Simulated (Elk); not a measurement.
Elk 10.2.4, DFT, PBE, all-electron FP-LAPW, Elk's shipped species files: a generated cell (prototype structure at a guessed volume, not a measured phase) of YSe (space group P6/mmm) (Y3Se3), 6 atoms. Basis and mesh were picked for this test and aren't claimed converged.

```
Property                                                 Result
-----------------------------  --------------------------------
cell                           6.75, 6.75, 5.45 Å; 90, 90, 120°
task                                               ground state
xctype                                                       20
swidth                                            0.001 Hartree
k mesh (ngridk)                                           4×4×4
maxscl                                                      100
rgkmax                                              7 (default)
empty states an atom (nempty)                       4 (default)
epspot (Hartree)                                1e-06 (default)
epsengy (Hartree)                              0.0001 (default)
k-points after symmetry                                      12
largest matrix size                                         633
valence states                                               65
```

One run each.

All on 4 threads, 1 BLAS thread. Base settings, kept where nothing else is said: mixtype = 3 (default), mixsdb = 5 (default), broydpm = [0.4, 0.15] (default), tefvit = false (default) (beta0, autolinengy not set). The settings tried:
- broydpm = [0.4, 0.5]
- broydpm = [0.7, 0.15]
- mixsdb = 2
- mixtype = 1, beta0 = 0.01
- autolinengy = true
- broydpm = [0.05, 0.15]
- mixtype = 0, beta0 = 0.3
- mixtype = 0, beta0 = 0.1
- mixsdb = 3
- mixsdb = 20
- the base settings
- mixtype = 1, beta0 = 0.1
- mixtype = 1, beta0 = 0.05 (default)
- broydpm = [0.2, 0.15]
- broydpm = [0.1, 0.15]
- mixsdb = 12
- mixsdb = 8
- broydpm = [0.4, 0.01]
- tefvit = true

Task: Which settings need the fewest self-consistent loops, which the most, and do any fail to converge?

Result: Fewest self-consistent loops, with those close behind: broydpm = [0.7, 0.15] (15); mixsdb = 8 (16); mixsdb = 20 (16); mixsdb = 3 (17); mixsdb = 2 (18); mixsdb = 12 (18); broydpm = [0.4, 0.5] (18). Most among those that reach the base run's result: mixtype = 1, beta0 = 0.01 (49). No convergence: mixtype = 0, beta0 = 0.1 (without self-consistency in 100 loops); tefvit = true (without self-consistency in 100 loops). Converged, but to another result than the base run: autolinengy = true (off by energy 55 meV/atom; the energy is the lower one).

```csv
setting,self-consistent loops,end
"broydpm = [0.7, 0.15]",15,converged
mixsdb = 8,16,converged
mixsdb = 20,16,converged
autolinengy = true,16,other result
mixsdb = 3,17,converged
mixsdb = 2,18,converged
mixsdb = 12,18,converged
"broydpm = [0.4, 0.5]",18,converged
the base settings,19,converged
"broydpm = [0.2, 0.15]",19,converged
"broydpm = [0.4, 0.01]",20,converged
"mixtype = 1, beta0 = 0.1",22,converged
"mixtype = 1, beta0 = 0.05 (default)",25,converged
"broydpm = [0.1, 0.15]",26,converged
"broydpm = [0.05, 0.15]",31,converged
"mixtype = 0, beta0 = 0.3",36,converged
"mixtype = 1, beta0 = 0.01",49,converged
"mixtype = 0, beta0 = 0.1",100,not converged
tefvit = true,100,not converged
```

An iteration's cost differs between solvers, so these counts don't give the time.
